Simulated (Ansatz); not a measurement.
Ansatz (a program for electronic structure), DFT, PBE, plane waves, its default PAW files: fcc Cu, atoms displaced, 4 atoms. Basis and mesh were picked for this test and aren't claimed converged.

| Property | Result |
|---|---|
| cell | 3.62, 3.62, 3.62 Å; 90, 90, 90° |
| distance to the nearest atom | 2.51 to 2.53 Å |
| task | single point |
| k mesh | 10×10×10 |
| hamiltonian.xc | pbe |
| kind of files | paw |
| scf.occupations.method | fermi_dirac |
| scf.occupations.width | 0.1 eV |
| output.forces | true |
| memory maximum (--max-ram) | 200GiB |
| accuracy | medium (default) |
| basis.xc_grid | 2 (default) |
| scf.mixing.algorithm | auto (default) |
| scf.mixing.preconditioner | auto (default) |
| scf.convergence.dr2_threshold | 1e-07 (default) |
| scf.lower_state_search | light (default) |
| k-points after symmetry | 504 |
| bands at the start | 43 |
| electrons | 76 |
| plane waves at Γ | 925 |
| cutoff (eV) | 420 |
| FFT grid | 25×25×25 |
| symmetry operations | 1 |

It runs on a single node (Arm Neoverse V2, 96 cores on 1 socket, no SMT, 1 L3 cache group).

Wall times, medians of two to five repeats, each run alone on the node (launch to exit). Unless noted, each process is bound to its own block of adjacent cores. Build: release build for Arm (Neoverse V2), one process with threads. Other compilers and libraries give other times. Scratch files lie in a memory file system.

All on 64 threads. Base settings, kept where nothing else is said: scf.algorithm = auto (default), scf.eigensolver.full_accuracy = false (default), scf.eigensolver.kind = auto (default), basis.precision = auto (default), scf.eigensolver.cushion = auto (default) (scf.eigensolver.max_subspace_factor not set). The candidates, on 64 cores each, agree within 1.0 meV/atom in energy, 10 meV/Å in forces (largest component):
A. scf.eigensolver.kind = davidson, scf.eigensolver.max_subspace_factor = 2
B. scf.eigensolver.full_accuracy = true
C. scf.eigensolver.kind = davidson, scf.eigensolver.cushion = true
D. scf.eigensolver.kind = davidson, basis.precision = f64
E. scf.eigensolver.kind = davidson, scf.eigensolver.max_subspace_factor = 6
F. scf.algorithm = density_mixing
G. scf.eigensolver.kind = davidson
H. the base settings

Which choice gives the shortest wall time?

H and F, at 1.8 s, level within 8 % or the scatter of repeats. At the other end A takes 2.0× as long.

```
candidate  wall time            repeats  applications of H to a band
---------  ---------  -----------------  ---------------------------
H              1.8 s  3 runs within 1 %                       288984
F              1.8 s  3 runs within 1 %                       288984
B              2.6 s  3 runs within 1 %                       517377
D              2.9 s  3 runs within 1 %                       454422
G              2.9 s  3 runs within 1 %                       454422
E              3.0 s  3 runs within 1 %                       450651
C              3.3 s  3 runs within 1 %                       502440
A              3.7 s  3 runs within 1 %                       603382
```

From the slowest to the fastest: The largest move is in band solves (diag): 3.0 s to 1.1 s. The band solves carry the change: the iterations make 556054 against 284873 applications of H to a band, at 0.0053 against 0.0039 ms of diag time each. What the program resolved moves too: band solver from davidson to band_cg. In the fastest run the program took: scf.mixing.algorithm MSR1, scf.mixing.preconditioner Kerker, scf.eigensolver.kind band_cg, --slots 64, --kpoint-pools 1.

Keys are those of Ansatz 0.2.
